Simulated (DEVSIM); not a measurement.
Device: Co/SiO2/n-GaAs capacitor, at 300 K.

Layer 1 from the left is SiO2, thickness (nm) 1.10. Layer 2 from the left is GaAs, thickness (nm) 2100, Nd (cm⁻³) 9.6e16.

Metal gate on the left, work function 5 eV. Fixed charge at the semiconductor interface 0 cm⁻² (in units of +e); interface traps 1e12 cm⁻² eV⁻¹, uniform in energy, neutral level at 0.3 of the gap above the valence band.

Constants are typed, rounded textbook-type inputs, not results; the design itself was drawn at random and stands for no fabricated device. Values at 300 K.

SiO2: gap (eV) 9, affinity (eV) 0.9, permittivity 3.9. GaAs: gap (eV) 1.424, affinity (eV) 4.07, permittivity 12.9, Nc (cm⁻³) 4.7e17, Nv (cm⁻³) 9e18.

DEVSIM, 1D Poisson equation in equilibrium, Boltzmann statistics, complete ionisation; no quantum confinement or tunnelling. Metal contacts follow the ideal Schottky-Mott rule: no Fermi-level pinning, no interface dipoles.

**Question.** What does the simulation give for the minimum of the low-frequency capacitance, the threshold voltage (band bending 2φF)?

**Answer.** minimum of the low-frequency capacitance 0.232 μF/cm²; threshold voltage (band bending 2φF) -0.46 V.
